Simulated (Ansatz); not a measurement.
Consider BeTe in the zinc blende structure (space group F-43m, No. 216; a = 5.657 Å). Axes: x, y, z lie along the cube axes.

Method: r2SCAN (Ansatz, an electronic-structure program; PAW; 500 eV plane waves; no SOC).

Before the change:

| Quantity | Value |
|---|---|
| Volume per atom | 22.63 Å³ |
| Valley order | X along ⟨100⟩ 2.37 eV; L along ⟨111⟩ 3.51 eV |

Perturbation: tensile biaxial strain of 0.83 % in the plane normal to [111], as in epitaxy on a mismatched substrate; the out-of-plane cell vector and the atoms relax.

Question: How does this affect the volume per atom?

Answer: The volume per atom increases by 0.307 Å³ (22.63 Å³ → 22.93 Å³).

Question: How does this affect the valley order?

Answer: The valley order (the lowest conduction-band minima on the path, energy above the VBM, named in the base's zone) goes from X along ⟨100⟩ 2.37 eV; L along ⟨111⟩ 3.51 eV to X along [001] 2.35 eV; L along [111] 3.33 eV; L along [1-1-1] 3.45 eV.

Spin-orbit coupling, missing from the scalar runs, can matter with Te. The levels and masses belong to the bands next to the band gap. Whether these cells are dynamically stable was not tested.
